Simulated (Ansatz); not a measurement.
Consider a periodic stack without vacuum, fcc Al (0 0 1) on zinc-blende GaAs (1 1 1) (film strained to the substrate, started from cuts of the bulks and a machine-learned relaxation; slabs As12Ga12 and Al30, which can lie off the formulas): substrate slab As12Ga12, film Al30, surface cells [[-2, 3], [-1, 0]] and [[5, 3], [0, 1]], film strained by +0.5 and +4.5 %, outermost planes Ga/As and Al/Al as cut, which need not be the usual terminations and can put a slab off its formula. Its start:

```yaml
crystal:
  lattice:
    - [10.74914, 0.00000, -0.00250]
    - [0.76779, 3.98958, -0.00225]
    - [2.93731, -0.23482, 25.33881]
  atoms:
    - { symbol: As, position: [0.11829, 0.31326, 0.07641] }
    - { symbol: As, position: [0.78675, 0.97310, 0.07600] }
    - { symbol: As, position: [0.45227, 0.62074, 0.07525] }
    - { symbol: As, position: [0.85978, 0.42366, 0.20853] }
    - { symbol: As, position: [0.52618, 0.08872, 0.20863] }
    - { symbol: As, position: [0.19324, 0.75735, 0.20936] }
    - { symbol: As, position: [0.60091, 0.54064, 0.33901] }
    - { symbol: As, position: [0.26635, 0.20918, 0.34331] }
    - { symbol: As, position: [0.93530, 0.87896, 0.34041] }
    - { symbol: As, position: [0.35058, 0.66045, 0.47701] }
    - { symbol: As, position: [0.00295, 0.36945, 0.47853] }
    - { symbol: As, position: [0.67827, 0.98844, 0.47118] }
    - { symbol: Ga, position: [0.35080, 0.18219, 0.04226] }
    - { symbol: Ga, position: [0.01596, 0.86958, 0.04326] }
    - { symbol: Ga, position: [0.68348, 0.52070, 0.04280] }
    - { symbol: Ga, position: [0.09177, 0.30934, 0.17631] }
    - { symbol: Ga, position: [0.75757, 0.97766, 0.17607] }
    - { symbol: Ga, position: [0.42462, 0.64321, 0.17600] }
    - { symbol: Ga, position: [0.83276, 0.43176, 0.30750] }
    - { symbol: Ga, position: [0.49698, 0.09668, 0.30788] }
    - { symbol: Ga, position: [0.16693, 0.76153, 0.30871] }
    - { symbol: Ga, position: [0.57658, 0.55167, 0.43564] }
    - { symbol: Ga, position: [0.24183, 0.23562, 0.44077] }
    - { symbol: Ga, position: [0.90716, 0.89161, 0.43723] }
    - { symbol: Al, position: [0.01455, 0.14406, 0.64102] }
    - { symbol: Al, position: [0.21694, 0.53530, 0.64054] }
    - { symbol: Al, position: [0.41394, 0.93587, 0.63823] }
    - { symbol: Al, position: [0.61631, 0.34794, 0.64102] }
    - { symbol: Al, position: [0.81990, 0.73747, 0.63768] }
    - { symbol: Al, position: [0.03956, 0.62817, 0.56497] }
    - { symbol: Al, position: [0.23128, 0.01913, 0.56408] }
    - { symbol: Al, position: [0.43036, 0.43073, 0.56416] }
    - { symbol: Al, position: [0.63561, 0.85683, 0.56647] }
    - { symbol: Al, position: [0.84105, 0.23439, 0.56212] }
    - { symbol: Al, position: [0.97242, 0.15479, 0.79698] }
    - { symbol: Al, position: [0.17344, 0.55708, 0.79716] }
    - { symbol: Al, position: [0.37302, 0.95485, 0.79627] }
    - { symbol: Al, position: [0.57259, 0.35307, 0.79746] }
    - { symbol: Al, position: [0.77391, 0.75624, 0.79622] }
    - { symbol: Al, position: [0.99461, 0.65074, 0.71821] }
    - { symbol: Al, position: [0.19507, 0.04842, 0.71811] }
    - { symbol: Al, position: [0.39501, 0.44928, 0.71723] }
    - { symbol: Al, position: [0.59515, 0.85101, 0.71826] }
    - { symbol: Al, position: [0.79457, 0.25019, 0.71724] }
    - { symbol: Al, position: [0.92685, 0.16382, 0.95130] }
    - { symbol: Al, position: [0.13233, 0.57389, 0.95239] }
    - { symbol: Al, position: [0.32953, 0.96628, 0.94708] }
    - { symbol: Al, position: [0.53032, 0.35832, 0.95552] }
    - { symbol: Al, position: [0.73143, 0.76574, 0.94805] }
    - { symbol: Al, position: [0.95393, 0.65890, 0.87589] }
    - { symbol: Al, position: [0.14781, 0.06642, 0.87582] }
    - { symbol: Al, position: [0.35407, 0.45841, 0.87381] }
    - { symbol: Al, position: [0.55112, 0.85521, 0.87637] }
    - { symbol: Al, position: [0.74962, 0.26222, 0.87353] }
```

The start was prepared with a machine-learned potential, and the result is one local minimum, with the in-plane cell held and forces under 0.04 eV/Å; the film can end far from its bulk form.

All values below come from PBE (plane waves to 420 eV, PAW; Ansatz, a first-principles code). Spin–orbit coupling is left out; the runs are not spin-polarised; PBE gaps are too small against experiment. Its k-point mesh 3×7×1, Fermi–Dirac width 0.05 eV.

Q: Predict the relaxed interface.

A: 
| Property | Value |
|---|---|
| interface area | 42.9 Å² |
| period | 25.57 Å |
| heights between the nearest atoms of the two slabs at the two interfaces | 2.22 and 2.32 Å |
| Al–As contacts across the interfaces within 1.22 times the sum of covalent radii | 5, mean 2.68 Å |
| Al–Ga contacts across the interfaces within 1.22 times the sum of covalent radii | 5, mean 2.75 Å |
| estimate of the barrier | withheld, since the two interfaces are unlike |
| slope of the mean potential energy in the substrate | -3.2 MV/cm × e |
